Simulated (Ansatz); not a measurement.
Worked example: zone-centre phonon calculation of Sc (P6_3/mmc, 2 atoms in the cell) in Ansatz (a first-principles code).

Computed with PBE (plane waves, PAW; Ansatz).

```yaml
crystal:
  lattice:
    - [1.65996, -2.87514, 0.00000]
    - [1.65996, 2.87514, 0.00000]
    - [0.00000, 0.00000, 5.28581]
  atoms:
    - { symbol: Sc, position: [0.33333, 0.66667, 0.25000] }
    - { symbol: Sc, position: [0.66667, 0.33333, 0.75000] }
```

Reference input (self-consistent single point, DFT, PBE, plane waves, default PAW files): basis.ecutwfc = 420 eV; kpoints.mp_grid.grid = 11 11 6; hamiltonian.xc = pbe; hamiltonian.pseudopotentials = {kind: paw} (the program's default PAW files); scf.occupations.method = fermi_dirac; scf.occupations.width = 0.1 eV. This run's input differs from it in these lines:

Ansatz 0.2 input:
```diff
@@ -11,3 +11,3 @@
 kpoints:
-  mp_grid: { grid: [11, 11, 6] }
+  mp_grid: { grid: [12, 12, 6] }
 hamiltonian:
@@ -17,6 +17,5 @@
   occupations: { method: fermi_dirac, width: 0.1 }
-output:
-  forces: true
-  eigenvalues: true
-  stress: true
+phonons:
+  method: dfpt
+  qmesh: [3, 3, 3]
```

Output, abridged:

```
SCF iter   1: F=—  HF=-4271.678468 eV  |F-HF|=—  |Δ(HF+E_count)|=         —  Δρ=1.70e-3  dr2=1.36e-3  ethr=1.77e-3  ⟨swp⟩=3.2  Hψ=4675  notcnv=0
all-band conjugate gradients solve this SCF's bands
preconditioner: auto → none
SCF iter   2: F=—  HF=-4271.677786 eV  |F-HF|=—  |Δ(HF+E_count)|=   6.82e-4  Δρ=1.07e-3  dr2=6.05e-4  ethr=6.20e-6  ⟨swp⟩=1.2  Hψ=1855  notcnv=0
SCF iter   3: F=—  HF=-4271.677850 eV  |F-HF|=—  |Δ(HF+E_count)|=   6.41e-5  Δρ=1.22e-4  dr2=5.91e-6  ethr=2.75e-6  ⟨swp⟩=2.0  Hψ=1368  notcnv=0
SCF iter   4: F=—  HF=-4271.677848 eV  |F-HF|=—  |Δ(HF+E_count)|=   1.76e-6  Δρ=2.60e-5  dr2=2.06e-7  ethr=2.69e-8  ⟨swp⟩=2.3  Hψ=1997  notcnv=0
SCF iter   5: F=—  HF=-4271.677848 eV  |F-HF|=—  |Δ(HF+E_count)|=   5.24e-9  Δρ=4.96e-6  dr2=5.68e-9  ethr=9.39e-10  ⟨swp⟩=2.3  Hψ=1920  notcnv=0
SCF iter   6: F=—  HF=-4271.677848 eV  |F-HF|=—  |Δ(HF+E_count)|=   4.52e-9  Δρ=7.95e-7  dr2=2.08e-10  ethr=2.58e-11  ⟨swp⟩=2.4  Hψ=2027  notcnv=0
SCF iter   7: F=-4271.677848 eV  HF=-4271.677848 eV  |F-HF|=9.09e-13  |Δ(HF+E_count)|=  4.82e-11  Δρ=8.41e-8  dr2=1.13e-12  ethr=1.00e-12  ⟨swp⟩=4.9  Hψ=4316  notcnv=0
SCF 1 converged in 7 iterations: F = -4271.677848 eV  dr2 = 1.13e-12
DFPT response loops at q = (0, 0, 0) (fractional): preconditioner auto → Kerker (q_TF=auto, 2.376 Å⁻¹) (partly filled bands, converged f_vac=0.000) …
DFPT response loops at q = (0, 0, 0.3333333333333333) (fractional): mixed as the last ones told, above
DFPT response loops at q = (0, 0.3333333333333333, 0) (fractional): mixed as the last ones told, above
DFPT response loops at q = (0, 0.3333333333333333, 0.3333333333333333) (fractional): mixed as the last ones told, above
DFPT response loops at q = (0.3333333333333333, 0.3333333333333333, 0) (fractional): mixed as the last ones told, above
   [... lines left out ...]
Free energy (F): -4271.677848 eV
Fermi energy:    8.998606 eV
   [... lines left out ...]
  largest difference from the sums on the solved wave vectors: F 2.37e-2 eV, S 3.32e-5 and C_V 9.53e-6 eV/K
  zero-point energy: 0.057088 eV/cell   skipped modes (ω ≤ 0): 3   left out of the sums: 9.45e-5 of the cell's modes …
```

The run converged in 7 iterations. 

Summary of the result:
```
Property                                                                  Result
--------------------------------------------------------  ----------------------
Free energy E − TS (on the zero of these files)                    -4271.6778 eV
Fermi level (on the code's own zero)                                     9.00 eV
Zone-centre frequencies (cm⁻¹; negative means imaginary)  0, 0, 0, 129, 129, 203
```

The starting cell has typed, rounded lattice constants, without a prior relaxation at this level. Its lattice was rescaled by up to half a per cent.

Cost on one core of a shared machine: roughly 3 min.
